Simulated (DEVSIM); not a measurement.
Device: Si/Ge n-p heterojunction, at 300 K.

```
layer (left to right)  material  thickness (μm)  Nd (cm⁻³)  Na (cm⁻³)  τn (s)  τp (s)
---------------------  --------  --------------  ---------  ---------  ------  ------
1                            Si          0.0560     1.4e16          -  1.7e-5  1.7e-5
2                            Ge            1.20          -     7.3e15  1.7e-5  1.7e-5
```

Left contact: ohmic. Right contact: ohmic. Voltage is applied to the left contact. Recombination: SRH at mid-gap, radiative. Mobility is μmin + (μ − μmin)/(1 + (N/Nref)^α).

Constants are typed, rounded textbook-type inputs, not results; the design itself was drawn at random and stands for no fabricated device. Values at 300 K.

```csv
parameter,Si,Ge
gap (eV),1.124,0.664
affinity (eV),4.05,4
permittivity,11.7,16
Nc (cm⁻³),2.86e19,1.04e19
Nv (cm⁻³),3.1e19,6e18
μn (cm²/Vs),1417,3900
μp (cm²/Vs),470,1900
"μn,min",52,150
"μp,min",45,100
"Nref,n",9.7e16,2.6e17
"Nref,p",2.2e17,4e17
αn,0.68,0.56
αp,0.72,0.6
B (cm³/s),4.7e-15,6.4e-14
```

Model (solved in DEVSIM): 1D drift-diffusion, Boltzmann statistics, complete ionisation; no tunnelling, impact ionisation, image-force lowering or self-heating. Band offsets follow the typed affinities; no thermionic-emission limit at abrupt steps, no polarisation charge.

The thickness of layer 2 was swept, all else fixed.

```csv
thickness of layer 2 (μm),dark forward voltage at 1 A/cm² (V),dark forward voltage at 100 A/cm² (V)
0.24,0.069,0.201
0.42,0.092,0.219
0.72,0.110,0.235
1.2,0.126,0.249
2,0.140,0.263
3.6,0.156,0.280
6,0.169,0.295
```

From the first row to the last the dark forward voltage at 1 A/cm² goes from 0.069 to 0.169. From the first row to the last the dark forward voltage at 100 A/cm² goes from 0.201 to 0.295.
